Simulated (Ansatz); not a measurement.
End structure of the (001) surface of zinc-blende GaN (a metastable polymorph), β2(4x2): two Ga dimers on top, one in the trench (bottom of the slab: anion dimers, one H a dimer):

```
CELL_PARAMETERS angstrom
     12.86529     0.00000     0.00000
      0.00000     6.43264     0.00000
      0.00000     0.00000    25.00000
ATOMIC_POSITIONS crystal
  N  0.99972 0.14514 0.36310
  N  0.99978 0.38290 0.36238
  N  0.25028 0.14514 0.36310
  N  0.25022 0.38290 0.36238
  N  0.50023 0.14566 0.36304
  N  0.50020 0.38349 0.36242
  N  0.74977 0.14566 0.36304
  N  0.74980 0.38349 0.36242
  Ga 0.12500 0.01809 0.40542
  Ga 0.12500 0.47805 0.40127
  Ga 0.37489 0.01836 0.40495
  Ga 0.37495 0.47841 0.40089
  Ga 0.62500 0.01832 0.40469
  Ga 0.62500 0.47887 0.40069
  Ga 0.87511 0.01836 0.40495
  Ga 0.87505 0.47841 0.40089
  N  0.12500 0.25000 0.45079
  N  0.12500 0.75000 0.45079
  N  0.37500 0.25000 0.45079
  N  0.37500 0.75000 0.45079
  N  0.62500 0.25000 0.45079
  N  0.62500 0.75000 0.45079
  N  0.87500 0.25000 0.45079
  N  0.87500 0.75000 0.45079
  Ga 0.00000 0.25000 0.49628
  Ga 0.00000 0.75000 0.49628
  Ga 0.25000 0.25000 0.49628
  Ga 0.25000 0.75000 0.49628
  Ga 0.50000 0.25000 0.49628
  Ga 0.50000 0.75000 0.49628
  Ga 0.75000 0.25000 0.49628
  Ga 0.75000 0.75000 0.49628
  N  0.00022 0.99857 0.54128
  N  0.99856 0.50127 0.54144
  N  0.24978 0.99857 0.54128
  N  0.25144 0.50127 0.54144
  N  0.49922 0.99484 0.54273
  N  0.50100 0.50463 0.54215
  N  0.75078 0.99484 0.54273
  N  0.74900 0.50463 0.54215
  Ga 0.12500 0.99911 0.58684
  Ga 0.12500 0.50053 0.58448
  Ga 0.37309 0.99910 0.59106
  Ga 0.37981 0.50112 0.59061
  Ga 0.62500 0.05643 0.58095
  Ga 0.62500 0.43643 0.58204
  Ga 0.87691 0.99910 0.59106
  Ga 0.87019 0.50112 0.59061
  N  0.12500 0.24227 0.63457
  N  0.12500 0.75760 0.63522
  N  0.37558 0.24737 0.63186
  N  0.37665 0.75303 0.63291
  N  0.87442 0.24737 0.63186
  N  0.87335 0.75303 0.63291
  Ga 0.99358 0.30981 0.67044
  Ga 0.99342 0.68927 0.67087
  Ga 0.25642 0.30981 0.67044
  Ga 0.25658 0.68927 0.67087
  H  0.99954 0.10496 0.32356
  H  0.25046 0.10496 0.32356
  H  0.50041 0.10588 0.32347
  H  0.74959 0.10588 0.32347
```

Slab: 62 atoms, 8.7 Å thick at the start with caps and adatoms (thin: gaps and levels are the slab's own); k 2x4x1, smearing 0.025 eV, dipole-corrected; 16 atoms held, the rest relaxed; held to the start's symmetry, so lower structures may exist; no spin, no spin-orbit, no U. It is one candidate, not shown to be the stable structure of the face.

Question: What highest filled level below the top vacuum level does PBE (Ansatz, a first-principles code) give?

Answer: 4.39 eV

Question: What is the computed gap of the slab on its k-mesh (PBE)?

Answer: 0.49 eV
